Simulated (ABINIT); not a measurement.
# ABINIT run on PtAu (R-3m, 2 atoms in the cell): self-consistent single point

Computed with LDA (PW92), PAW (JTH v2.0 LDA PAW) (plane waves; ABINIT).

Input:

```
# PtAu, JTH v2.0 LDA PAW
pp_dirpath "./"
pseudos "Pt.LDA_PW-JTH.xml, Au.LDA_PW-JTH.xml"
acell 9.4946962251 9.4946962251 9.4946962251
rprim
         0.2805621880    0.1619826548    0.9460689606
        -0.2805621880    0.1619826548    0.9460689606
         0.0000000000   -0.3239653096    0.9460689606
natom 2
ntypat 2
znucl 78 79
typat 1 2
xred
         0.5000000000    0.5000000000    0.5000000000
         0.0000000000    0.0000000000    0.0000000000
ecut 26 Ha
pawecutdg 52 Ha
occopt 3
tsmear 0.05 eV
nband 16
kptopt 1
ngkpt 11 11 11
nshiftk 1
shiftk 0 0 0
nstep 100
tolvrs 1.0e-12
prtwf 0
prtden 0
prtvol 1
enunit 2
```

Output, abridged:

```
 Symmetries : space group R-3 m (#166); Bravais hR (rhombohedral)

 -outvars: echo values of preprocessed input variables --------
            acell      9.4946962251E+00  9.4946962251E+00  9.4946962251E+00 Bohr
             ecut      2.60000000E+01 Hartree
           enunit           2
              ixc       -1012
         kptrlatt       11    0    0      0   11    0      0    0   11
          kptrlen      5.86047604E+01
            natom           2
            nband          16
            ngfft          45      45      45
          ngfftdg          64      64      64
             nkpt         146
            nstep         100
             nsym          12
           ntypat           2
           occopt           3
        pawecutdg      5.20000000E+01 Hartree
            rprim      2.8056218800E-01  1.6198265480E-01  9.4606896060E-01
                      -2.8056218800E-01  1.6198265480E-01  9.4606896060E-01
                       0.0000000000E+00 -3.2396530960E-01  9.4606896060E-01
          spgroup         166
           tolvrs      1.00000000E-12
           tsmear      1.83746627E-03 Hartree
            typat      1  2
           useylm           1
             xred      5.0000000000E-01  5.0000000000E-01  5.0000000000E-01
                       0.0000000000E+00  0.0000000000E+00  0.0000000000E+00
            znucl       78.00000   79.00000

== DATASET  1 ==================================================================

 Real(R)+Recip(G) space primitive vectors, cartesian coordinates (Bohr,Bohr^-1):
 R(1)=  2.6638527  1.5379761  8.9826374  G(1)=  0.1876981  0.1083675  0.0371086
 R(2)= -2.6638527  1.5379761  8.9826374  G(2)= -0.1876981  0.1083675  0.0371086
 R(3)=  0.0000000 -3.0759522  8.9826374  G(3)=  0.0000000 -0.2167351  0.0371086
 Unit cell volume ucvol=  2.2080806E+02 bohr^3
 Angles (23,13,12)=  3.25875214E+01  3.25875214E+01  3.25875214E+01 degrees

 Coarse grid specifications (used for wave-functions):

 getcut: wavevector=  0.0000  0.0000  0.0000  ngfft=  45  45  45
         ecut(hartree)=     26.000   => boxcut(ratio)=   2.02104

 Fine grid specifications (used for densities):

 getcut: wavevector=  0.0000  0.0000  0.0000  ngfft=  64  64  64
         ecut(hartree)=     52.000   => boxcut(ratio)=   2.07651

   1.35876787E+03                                ecore*ucvol(ha*bohr**3)

 newkpt: prtvol=0 or 1, do not print more k-points.
_setup2: Arith. and geom. avg. npw (full set) are    1398.008    1397.990

--- !BeginCycle
solver: {iscf: 17, nstep: 100, nline: 4, wfoptalg: 10, }
tolerances: {tolvrs: 1.00E-12, }
...

     iter   Etot(hartree)      deltaE(h)  residm     nres2
 ETOT  1  -61.247121955937    -6.125E+01 3.729E-01 1.005E+02
 ETOT  2  -61.608039263265    -3.609E-01 9.948E-02 8.635E+01
 ETOT  3  -61.513340333896     9.470E-02 2.595E-02 2.345E+01
 ETOT  4  -61.527162157957    -1.382E-02 7.015E-03 1.523E+01
 ETOT  5  -61.513604937469     1.356E-02 5.338E-03 8.019E+00
 ETOT  6  -61.518188488874    -4.584E-03 2.176E-03 1.965E+01
   [... 27 lines left out ...]
 ETOT 34  -61.511513017787    -7.816E-14 1.486E-04 2.823E-10
 ETOT 35  -61.511513017785     1.108E-12 2.761E-04 8.239E-11
 ETOT 36  -61.511513017786    -9.948E-13 1.197E-04 1.420E-10
 ETOT 37  -61.511513017786     2.913E-13 2.122E-04 7.020E-11
 ETOT 38  -61.511513017786    -2.203E-13 9.357E-05 9.879E-13

 At SCF step   38       nres2   =  9.88E-13 < tolvrs=  1.00E-12 =>converged.

 Cartesian components of stress tensor (hartree/bohr^3)
  sigma(1 1)=  3.15364977E-04  sigma(3 2)=  0.00000000E+00
  sigma(2 2)=  3.15364965E-04  sigma(3 1)=  0.00000000E+00
  sigma(3 3)=  3.98448945E-04  sigma(2 1)=  0.00000000E+00

 ----iterations are completed or convergence reached----

 reduced coordinates (array xred) for    2 atoms
       0.500000000000      0.500000000000      0.500000000000
       0.000000000000      0.000000000000      0.000000000000
 cartesian forces (eV/Angstrom) at end:
    1     -0.00000000000000    -0.00000000000000    -0.00000000000000
    2     -0.00000000000000    -0.00000000000000    -0.00000000000000
 frms,max,avg= 0.0000000E+00 0.0000000E+00   0.000E+00  0.000E+00  0.000E+00 e/A
 length scales=  9.494696225100  9.494696225100  9.494696225100 bohr
              =  5.024376844808  5.024376844808  5.024376844808 angstroms
 Fermi (or HOMO) energy (hartree) =   0.28376   Average Vxc (hartree)=  -0.44674
 Eigenvalues (hartree) for nkpt= 146  k points:
 kpt#   1, nband= 16, wtk=  0.00075, kpt=  0.0000  0.0000  0.0000 (reduced coord)
  -0.06708    0.02953    0.12701    0.12701    0.14121    0.15904    0.15904    0.21048
   0.21048    0.26364    0.27448    0.27448    0.43882    0.84780    0.85986    0.98494
      occupation numbers for kpt#   1
   2.00000    2.00000    2.00000    2.00000    2.00000    2.00000    2.00000    2.00000
   2.00000    1.99996    1.98730    1.98730    0.00000    0.00000    0.00000    0.00000
 prteigrs : prtvol=0 or 1, do not print more k-points.

 Fermi (or HOMO) energy (eV) =   7.72160   Average Vxc (eV)= -12.15647
 Eigenvalues (   eV  ) for nkpt= 146  k points:
 kpt#   1, nband= 16, wtk=  0.00075, kpt=  0.0000  0.0000  0.0000 (reduced coord)
  -1.82544    0.80347    3.45599    3.45599    3.84264    4.32768    4.32768    5.72753
   5.72753    7.17399    7.46895    7.46895   11.94082   23.06983   23.39785   26.80163
 prteigrs : prtvol=0 or 1, do not print more k-points.

--- !EnergyTerms
comment             : Components of total free energy in Hartree
kinetic             :  1.74905881377211E+01
hartree             :  5.79271697424509E+00
xc                  : -5.88508863171549E+00
Ewald energy        : -6.64217299931834E+01
psp_core            :  6.15361539918301E+00
local_psp           : -2.32007500676506E+01
spherical_terms     :  4.55962251210489E+00
internal            : -6.15110256692954E+01
'-kT*entropy'       : -4.87988520078797E-04
total_energy        : -6.15115136578155E+01
total_energy_eV     : -1.67381340995245E+03
...

-Cartesian components of stress tensor (GPa)         [Pressure= -1.0093E+01 GPa]
- sigma(1 1)=  9.27835639E+00  sigma(3 2)=  0.00000000E+00
- sigma(2 2)=  9.27835605E+00  sigma(3 1)=  0.00000000E+00
- sigma(3 3)=  1.17227707E+01  sigma(2 1)=  0.00000000E+00

 Calculation completed.
```

The run converged in 38 iterations.

The starting cell comes from a database of computed structures (which also holds hypothetical and non-ambient phases and stackings), without a prior relaxation at this level. Spin polarisation is off. With a pressure of about -10 GPa the cell is away from its equilibrium volume at this level.

These are the values that this program gave, and no reference: the one-centre exchange-correlation terms come from a truncated expansion.

Cost on one core of a shared machine: roughly 8 min.
